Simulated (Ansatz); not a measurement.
Base system: GaSb in the zinc blende structure (space group F-43m, No. 216; a = 6.111 Å). Axes: x, y, z lie along the cube axes.

Calculations: PBEsol, PAW, 420 eV (Ansatz, a program for electronic structure; spin-orbit coupling left out).

Strains are applied to the cell and any free atomic positions relax; under biaxial strain the out-of-plane vector relaxes too.

One change was made to it. Results:

```json
[
 {"quantity": "pressure (mean of the normal stresses, compression positive)", "base": "0.0 GPa", "after": "-0.6 GPa"},
 {"quantity": "energy relative to the base (free energy F)", "base": "0 meV/atom", "after": "+1.4 meV/atom"},
 {"quantity": "volume per atom", "base": "28.53 Å³", "after": "28.89 Å³"}
]
```

**Question.** Name the change that was made.
(A) biaxial strain −2.08 %, plane normal [111], relaxed out of plane
(B) biaxial strain +0.42 %, plane normal [111], relaxed out of plane
(C) biaxial strain +2.50 %, plane normal [111], relaxed out of plane
(D) biaxial strain +0.83 %, plane normal [111], relaxed out of plane

**Answer.** D, biaxial strain +0.83 %, plane normal [111], relaxed out of plane. For comparison, the volume per atom in the other runs: biaxial strain +2.50 %, plane normal [111], relaxed out of plane gives 29.61 Å³; biaxial strain −2.08 %, plane normal [111], relaxed out of plane gives 27.64 Å³; biaxial strain +0.42 %, plane normal [111], relaxed out of plane gives 28.71 Å³.

Whether these cells are dynamically stable was not tested. The final runs are not spin-polarised.
